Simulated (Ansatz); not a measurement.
## GaCuSe2, response to strain

Take GaCuSe2 in the chalcopyrite structure (space group I-42d, No. 122; a = 5.570 Å, c = 11.075 Å) as the base.

Strains are applied to the cell and any free atomic positions relax.

Level of theory: PBEsol (Ansatz, a quantum-chemistry and plane-wave program; PAW; 420 eV plane waves; no SOC).

Candidates:
(a) isotropic strain −0.75 %
(b) isotropic strain −3.00 %
(c) isotropic strain −2.25 %
(d) isotropic strain −1.50 %

Notes on the quantities. energy relative to the base: free energy F.

Order them by energy relative to the base, highest first.

(b) isotropic strain −3.00 % (+43 meV/atom), (c) isotropic strain −2.25 % (+24 meV/atom), (d) isotropic strain −1.50 % (+10 meV/atom), (a) isotropic strain −0.75 % (+2.5 meV/atom)

Stability against distortions was not tested. The final runs are not spin-polarised.
